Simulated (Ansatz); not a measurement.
CsCl-type ScPd, treated with r²SCAN (Ansatz, a program for electronic structure, plane waves, PAW).

Numerical settings: plane-wave cutoff 560 eV, 16×16×16 k mesh, Fermi–Dirac smearing 0.05 eV, scalar-relativistic PAW data made under PBE.

Cell (relaxed at this level):

```cif
data_PdSc
_chemical_formula_sum 'Sc1 Pd1'
_space_group_name_H-M_alt 'Pm-3m'
_space_group_IT_number 221
_space_group_name_Hall '-P 4 2 3'
_cell_length_a 3.29534
_cell_length_b 3.29534
_cell_length_c 3.29534
_cell_angle_alpha 90.000
_cell_angle_beta 90.000
_cell_angle_gamma 90.000
loop_
_atom_site_label
_atom_site_type_symbol
_atom_site_symmetry_multiplicity
_atom_site_Wyckoff_symbol
_atom_site_fract_x
_atom_site_fract_y
_atom_site_fract_z
_atom_site_occupancy
Sc1 Sc 1 b 0.50000 0.50000 0.50000 1
Pd1 Pd 1 a 0.00000 0.00000 0.00000 1
```

**Question.** What does this level give for the bulk modulus B0?

**Answer.** 
- bulk modulus B0: 121 GPa

The run finds no gap.

Note: the bulk modulus is −V dP/dV from two relaxed cells at ±2 % in volume.

Computed values are for the static lattice.

The result took around 110 core-seconds (rough).
